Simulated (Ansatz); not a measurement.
```
CELL_PARAMETERS angstrom
     -1.94310     1.94310     5.06282
      1.94310    -1.94310     5.06282
      1.94310     1.94310    -5.06282
ATOMIC_POSITIONS crystal
  Nb 0.26349 0.26349 0.00000
  Nb 0.01349 0.51349 0.50000
  N  0.20314 0.70314 0.50000
  N  0.45314 0.45314 0.00000
  O  0.03335 0.03335 0.00000
  O  0.78335 0.28335 0.50000
```

Relaxed-ion tensors in this frame from DFT at the LDA level (Ansatz, a program for electronic structure). Proper piezoelectric stress tensor e (C/m²):

```
0.00  0.00  0.00  0.00  2.43  0.00
0.00  0.00  0.00  2.43  0.00  0.00
2.39  2.39  1.20  0.00  0.00  0.00
```

Stiffness C (GPa):

```
 450   127   156   0.0   0.0   0.0
 127   450   156   0.0   0.0   0.0
 156   156   200   0.0   0.0   0.0
 0.0   0.0   0.0  39.0   0.0   0.0
 0.0   0.0   0.0   0.0  39.0   0.0
 0.0   0.0   0.0   0.0   0.0  58.7
```

The cell is a database entry relaxed within its symmetry; it need not be the phase found at ambient conditions.

Problem. Obtain the piezoelectric strain tensor d.

Solution. d = e S with S = C⁻¹, in pC/N:

```
 0.0   0.0   0.0   0.0  62.3   0.0
 0.0   0.0   0.0  62.3   0.0   0.0
 4.4   4.4  -0.8   0.0   0.0   0.0
```
Away from Γ the polar cell without biaxial strain shows no imaginary mode on a 2×2×2 mesh.
